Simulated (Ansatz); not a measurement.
In an H-capped Ge nanowire along [112], 34 atoms a period besides the caps, the lowest empty band has its minimum at Γ and lies 0.016 eV higher 0.0279 Å⁻¹ away along the axis.

Computed with PBE (plane waves to 420 eV, PAW; Ansatz, a quantum-chemistry and plane-wave program). Mesh 1×1×6. No spin polarisation. One-dimensional cell, images about 11 Å apart. An idealised model, cut from the bulk lattice. Only distortions within the start's symmetry and period were free. Values not marked SOC lack spin–orbit coupling.

Task: Estimate the electron mass along the axis.

Result: For a parabola ΔE = ħ²Δk²/2m, and ħ²/2mₑ = 3.810 eV Å². So m/mₑ = 3.810 × 0.0279²/0.016 = 0.19. The curvature over a step a third as long gives 0.19; the band is close to a parabola here.
